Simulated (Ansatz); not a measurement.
Defect migration in monoclinic ZrO2 with all lengths changed by -1 %: O vacancy, neutral cell. These are PBE, PAW (plane waves to 420 eV; Ansatz, a program for electronic structure) values and carry that method's errors.

Settings: 96 host sites, the strained lattice (strain from the relaxed PBE one, atoms relaxed), the Γ point alone, smearing 0.01 eV, spin-restricted, no image-charge correction. No zero-point or tunnelling terms. The charge state is imposed; whether it is stable for some Fermi level was not computed. Forms of the defect that were not tried may lie lower. The start lies 0.10 eV above the lowest site run (PBE).

The step: one O atom jumps into the vacancy from a nearby O site; the atom moves 2.68 Å along (-0.01, -0.16, -0.48) of the unit cell; the moving atom starts with neighbours O at 2.56, O at 2.59; Zr at 2.03, Zr at 2.06, Zr at 2.17 Å and ends with O at 2.55, O at 2.57; Zr at 2.05, Zr at 2.07, Zr at 2.13 Å. On the band's own sampling the forward barrier is 1.34 eV. Harmonic modes of the moving O atom alone, all others held, come from finite differences of 0.015 Å. The saddle point's order was not checked.

Task: Give the atom's modes at both geometries.

Result: start 7.7, 13.3, 19.1 THz; saddle point 4.8i, 10.4 and 18.1 THz.

Task: What attempt frequency and zero-point change of the barrier follow from these modes alone, and what classical rate at 1000 K?

Result: ν = (7.7 × 13.3 × 19.1) / (10.4 × 18.1) ≈ 10 THz. The zero-point energy changes the barrier by h/2 × (28.6 − 40.0) THz = -0.024 eV. The classical rate is ν exp(−1.34/0.0862) ≈ 2000000 s⁻¹. One atom's modes give a rough prefactor, not that of the whole cell.
